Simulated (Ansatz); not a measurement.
# What biaxial strain −1.67 %, plane normal [111], relaxed out of plane does to MgO

The parent structure is MgO in the rock salt structure (space group Fm-3m, No. 225; a = 4.214 Å). Axes: x, y, z lie along the cube axes.

It is then changed as follows: biaxial strain −1.67 %, plane normal [111], relaxed out of plane (Cartesian); in-plane vectors clamped, the third vector and the atoms free.

Method: PBEsol (Ansatz, a quantum-chemistry and plane-wave program), no SOC. Γ-centred 13×13×13 mesh, Fermi–Dirac width 0.05 eV.

* **Volume per atom**: 9.10 Å³ (base 9.35 Å³)
* **Shortest interatomic distance**: 2.088 Å (base 2.107 Å)
* **Energy relative to the base (free energy F)**: +6.6 meV/atom
* **Band gap**: 4.82 eV (base 4.62 eV)
* **Gap character**: direct at Γ (base direct at Γ)
* **Electron mass**: 0.35 mₑ (at Γ) (base 0.34 mₑ (at Γ))
* **Valence-band top at Γ (three highest levels, from the VBM)**: 0.00, 0.00, -0.18 eV (base 0.00, 0.00, 0.00 eV)
* **Out-of-plane strain**: +0.58 %
* **Ratio −ε⊥/ε∥**: 0.35

Final structure (turned so that z lies along the plane normal):

```
MgO
1.0
    2.93005     0.00000     0.00000
    1.46503     2.53750     0.00000
    1.46503    -0.84583     2.44723
Mg O
1 1
Cartesian
  0.00000   0.00000   0.00000
  1.46503   0.84583   1.22362
```

Effective masses come from finite differences of ±0.01 Å⁻¹. No phonon test of stability was made. Labels are those of the standard path for the cell's own space group.
